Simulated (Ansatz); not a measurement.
Formation energy of the localised charge states of Cu on the Si site in silicon (start: the Si site; 216-site cell, 2×2×2 shifted sampling) against the Fermi level, host crystal and elements as references (Δμ(Si) = 0.00 eV, Δμ(Cu) = 0.00 eV; Cu taken from its element, since no compound that bounds it was computed at this level; only phases computed here count, gases as isolated molecules at 0 K). These are PBE, PAW (plane waves to 420 eV; Ansatz, a program for electronic structure) values and carry that method's errors.

Charges with a result: +1, 0, −1, −2. Others weren't obtained, and one of them could lie lower, also by skipping a charge.

Cell and caveats: 216-site cell; 2×2×2 shifted k-points; host gap 0.61 eV; charged states image-corrected; no Hubbard U; not converged in cell size.

Left out: charge +1 (level within 0.1 eV of a band edge or past it); charge −2 (level within 0.1 eV of a band edge or past it).

| E_F − E_VBM (eV) | q = 0 | q = −1 |
|---|---|---|
| 0.00 | 2.21 | 2.46 |
| 0.08 | 2.21 | 2.39 |
| 0.15 | 2.21 | 2.31 |
| 0.23 | 2.21 | 2.23 |
| 0.30 | 2.21 | 2.16 |
| 0.38 | 2.21 | 2.08 |
| 0.46 | 2.21 | 2.01 |
| 0.53 | 2.21 | 1.93 |
| 0.61 | 2.21 | 1.85 |

Crossings of the lowest lines: (0/−1) at 0.26 eV.
